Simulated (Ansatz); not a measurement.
ScSnCN (model structure, started from the AlSiCN type, P3m1, No. 156, 4 atoms in the cell)

Calculation: PBEsol+SOC in Ansatz (PAW).

Numerical settings: plane-wave cutoff 520 eV, 12×12×6 k mesh (along the axes of the cell as run), Fermi–Dirac smearing 0.01 eV, PAW data made under PBE.

Cell (relaxed with PBEsol):

```yaml
crystal:
  lattice:
    - [3.57543, 0.00000, 0.00000]
    - [-1.78772, 3.09641, 0.00000]
    - [0.00000, 0.00000, 5.40588]
  atoms:
    - { symbol: Sc, position: [0.33333, 0.66667, 0.52741] }
    - { symbol: Sn, position: [0.66667, 0.33333, 0.00731] }
    - { symbol: C, position: [0.33333, 0.66667, 0.11000] }
    - { symbol: N, position: [0.66667, 0.33333, 0.60527] }
```

For ScSnCN (model structure, started from the AlSiCN type, P3m1, No. 156, 4 atoms in the cell), the band gap comes out as 1.91 eV (direct).

Note: the relaxation could raise the start's symmetry but not lower it, so the cell can be a saddle point.

Computed values are for the static lattice.

A model structure was made by putting elements into a prototype or built by hand; it is no filed structure, need not be a known phase, and can be a saddle point held by its symmetry.

Ansatz is an electronic-structure program.
